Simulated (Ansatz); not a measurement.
Input and output of a relaxation of the atoms for NbAs (Imm2, 4 atoms in the cell) (Ansatz, a program for electronic structure).

Level of theory: LDA (PW92), default PAW files made with PBE (plane waves; Ansatz).

The change in words: one atom moved by 0.15 angstrom; relax: default → atoms; relax.f_tol: default → 0.05 eV/Å. Reference geometry:
```
CELL_PARAMETERS angstrom
     -1.74194     1.74194     5.93455
      1.74194    -1.74194     5.93455
      1.74194     1.74194    -5.93455
ATOMIC_POSITIONS crystal
  Nb 0.74972 0.74972 0.00000
  Nb 0.49972 0.99972 0.50000
  As 0.16728 0.16728 0.00000
  As 0.91728 0.41728 0.50000
```

Reference input (self-consistent single point, DFT, LDA (PW92), plane waves, default PAW files made with PBE): basis.ecutwfc = 420 eV; kpoints.mp_grid.grid = 9 9 9; hamiltonian.xc = lda; hamiltonian.pseudopotentials = {kind: paw} (the program's default PAW files); scf.occupations.method = gaussian; scf.occupations.width = 0.1 eV. This run's input differs from it in these lines:

```diff
@@ -6,3 +6,3 @@
   atoms:
-    - { symbol: Nb, position: [0.749720, 0.749720, 0.000000] }
+    - { symbol: Nb, position: [0.762358, 0.762358, 0.000000] }
     - { symbol: Nb, position: [0.499720, 0.999720, 0.500000] }
@@ -19,2 +19,4 @@
   occupations: { method: gaussian, width: 0.1 eV }
+relax:
+  f_tol: 0.05
 output:
```

Log, with long lists cut:

```
   [... SCF lines of the steps left out ...]
relax step   1: F+E_penalty+E_count = -18435.30488634 eV  Δ(F+E_penalty+E_count) = +0.000e0 eV  max|allowed force component| = 1.981e0 eV/Å  Δτ_max = 0.0000 Å  (6 SCF iters, dr2 threshold 6.25e-5 eV, accepted)
relax step   2: F+E_penalty+E_count = -18435.34186487 eV  Δ(F+E_penalty+E_count) = -3.698e-2 eV  max|allowed force component| = 1.221e0 eV/Å  Δτ_max = 0.1953 Å  (6 SCF iters, dr2 threshold 1.00e-4 eV, accepted)
relax step   3: F+E_penalty+E_count = -18435.45172949 eV  Δ(F+E_penalty+E_count) = -1.099e-1 eV  max|allowed force component| = 3.063e-2 eV/Å  Δτ_max = 0.0800 Å  (6 SCF iters, dr2 threshold 9.31e-5 eV, accepted)
relax step   4: F+E_penalty+E_count = -18435.45172999 eV  Δ(F+E_penalty+E_count) = -4.995e-7 eV  max|allowed force component| = 3.058e-2 eV/Å  Δτ_max = 0.0000 Å  (6 SCF iters, accepted)
the relaxation is at rest under the 4 symmetry operations that the run kept from its start: a minimum is not shown …
Free energy (F): -18435.451730 eV
Internal energy: -18435.446872 eV  (E = F + TS)
E sigma→0 (E₀):  -18435.449301 eV
Entropy (-TS):   -0.004858 eV (-1.215 meV/atom)
Fermi energy:    15.354602 eV
--- Forces (eV/Å), atoms counted from 1 ---
  atom   1  Nb     0.00000000     0.00000000     0.03058114
  atom   2  Nb     0.00000000     0.00000000    -0.00054282
  atom   3  As     0.00000000     0.00000000    -0.02284702
  atom   4  As     0.00000000     0.00000000    -0.00719260
--- Stress (GPa, compression-positive) ---
      -10.859701       0.000000       0.000000
   [... lines left out ...]
  F+E_penalty+E_count = -18435.45172999 eV   max|allowed force component| = 3.058e-2 eV/Å
  atoms:
    - { symbol: Nb, position: [0.7526449186648948, 0.7526449186648948, 0.0] }
    - { symbol: Nb, position: [0.502822014994874, 1.0028220149948743, 0.5] }
    - { symbol: As, position: [0.17063057739491766, 0.17063057739491766, 0.0] }
    - { symbol: As, position: [0.9205404889453135, 0.4205404889453135, 0.5] }
```

The run converged.  The full log also holds: “iter 5 did not close the SCF: its close was put off for the readings that it lacked (scf_convergence_deferred on its scf_iter line)”. The full log also holds: “iter 4 did not close the SCF: its close was put off for the readings that it lacked (scf_convergence_deferred on its scf_iter line)”.

Summary of the result:
- Free energy E − TS (on the zero of these files): -18435.4517 eV
- Fermi level (on the code's own zero): 15.35 eV
- Pressure: -10.68 GPa
- Largest force (vector length): 0.031 eV/Å
- Relaxation steps: 4

The starting cell comes from a database of computed structures (which also holds hypothetical and non-ambient phases and stackings), without a prior relaxation at this level. Its lattice was rescaled by up to half a per cent. For this run, on top of that: one atom moved by 0.15 angstrom. Spin polarisation is off. The relaxation keeps the symmetry of its start, so its end need not be a minimum. Ansatz's pressure includes its estimate of the finite-basis (Pulay) stress.

Cost on one core of a shared machine: roughly 2 min.

Keys are those of Ansatz 0.2.
